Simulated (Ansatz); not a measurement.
## InPd, response to strain

Base system: InPd in the CsCl type structure (space group Pm-3m, No. 221; relaxed with 0.1 eV smearing).

```yaml
crystal:
  lattice:
    - [3.24799, 0.00000, 0.00000]
    - [0.00000, 3.24799, 0.00000]
    - [0.00000, 0.00000, 3.24799]
  atoms:
    - { symbol: In, position: [0.50000, 0.50000, 0.50000] }
    - { symbol: Pd, position: [0.00000, 0.00000, 0.00000] }
```

Cartesian axes are those of the cell as printed.

Strains are applied to the cell and any free atomic positions relax; under biaxial strain the out-of-plane vector relaxes too.

Method: Ansatz (a program for electronic structure) PBEsol, spin-orbit coupling left out.

Notes on the quantities. energy relative to the base: free energy F.

| biaxial strain, plane normal [001], relaxed out of plane (%) | energy relative to the base (meV/atom) |
|---|---|
| 0 | 0.0 |
| 0.5 | 0.2 |
| 1 | 0.9 |
| 1.5 | 2.0 |
| 2 | 3.6 |
| 2.5 | ? |
| 3 | 8.3 |

Q: Fit ΔE = Aε² + Bε³ (ε in %) to the rows shown and predict the withheld row.

A: Least squares on the printed values gives A = 0.859 and B = 0.021 meV/atom (largest residual 0.0 meV/atom); this predicts 5.7 meV/atom, and the run gives 5.7 meV/atom, in agreement.

Whether these cells are dynamically stable was not tested. The final runs are not spin-polarised.
